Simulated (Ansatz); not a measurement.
CsCl-type CoAl, treated with BLYP in Ansatz (PAW).

Numerical settings: plane-wave cutoff 520 eV, 22×22×22 k mesh, Fermi–Dirac smearing 0.04 eV (set by the program), no spin polarisation, scalar-relativistic PAW data made under PBE.

Cell (relaxed at this level):

```
AlCo
1.0
    2.87782     0.00000     0.00000
    0.00000     2.87782     0.00000
    0.00000     0.00000     2.87782
Al Co
1 1
Direct
  0.50000   0.50000   0.50000
  0.00000   0.00000   0.00000
```

Question: Estimate the elastic constant C12, Young modulus, Voigt–Reuss–Hill bulk modulus, Poisson ratio, elastic constant C11 and elastic constant C44 that the calculation returns.

Answer: 
- elastic constant C12 = 115 GPa
- Young modulus = 241 GPa
- Voigt–Reuss–Hill bulk modulus = 163 GPa
- Poisson ratio = 0.254
- elastic constant C11 = 261 GPa
- elastic constant C44 = 116 GPa

Elastic constants are with the ions relaxed.

Computed values are for the static lattice.

Ansatz is a quantum-chemistry and plane-wave program.
